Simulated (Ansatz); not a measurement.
The reference is HfN in the rock salt structure (space group Fm-3m, No. 225; a = 4.468 Å; relaxed with 0.1 eV smearing). Axes: x, y, z lie along the cube axes.

The values are results of LDA (Ansatz, a program for electronic structure, PAW, scalar-relativistic without spin-orbit coupling), not measurements.

Now apply this change: uniaxial strain ε_zz = −0.50 %, all other strain components held at zero, atoms relaxed at fixed cell.

Task: What happens to the stress?

Result: The stress (xx, yy, zz, yz, xz, xy; compression positive) is (0.6, 0.6, 3.5, 0.0, 0.0, 0.0) GPa.

Task: What happens to the energy relative to the base?

Result: The energy increases by 0.6 meV/atom.

Whether these cells are dynamically stable was not tested. The final runs are not spin-polarised. An odd electron count without spin: HfN.
